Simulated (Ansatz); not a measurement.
C on the O site in alpha quartz: one set of geometries, relaxed with PBE, evaluated in Ansatz (PAW, plane waves to 420 eV, 500 eV under r2SCAN) with PBE, r2SCAN.

Set-up: 72-site cell; 2×2×2 Γ-centred k-points; start: the O site; charged states image-corrected; corrections pass 1 eV, so highly charged states may be off by several tenths; flagged in the runs: a host whose relaxation on this sampling wasn't shown to rest, a strain field that reaches the edge of the cell.

```
quantity                                                               PBE  r2SCAN
--------------------------------------------------------------------  ----  ------
host gap (eV)                                                         5.68     ___
ε(+1/0) above the VBM (eV)                                            0.49     ___
ε(0/−1) above the VBM (eV)                                            3.68     ___
ε(−1/−2) above the VBM (eV)                                           5.35     ___
largest moment on one atom at charge +1 (μB)                          0.52     ___
neutral formation energy against graphite, O2 molecule in a box (eV)  8.00     ___
largest moment on one atom at charge 0 (μB)                           0.86     ___
largest moment on one atom at charge −1 (μB)                          0.37     ___
```

Given the lower rungs, what does r2SCAN give?


- host gap (eV), r2SCAN: 6.32
- ε(+1/0) above the VBM (eV), r2SCAN: 0.58
- ε(0/−1) above the VBM (eV), r2SCAN: 4.22
- ε(−1/−2) above the VBM (eV), r2SCAN: 6.01
- largest moment on one atom at charge +1 (μB), r2SCAN: 0.54
- neutral formation energy against graphite, O2 molecule in a box (eV), r2SCAN: 8.06
- largest moment on one atom at charge 0 (μB), r2SCAN: 0.90
- largest moment on one atom at charge −1 (μB), r2SCAN: 0.38

Ansatz is a program for electronic structure.
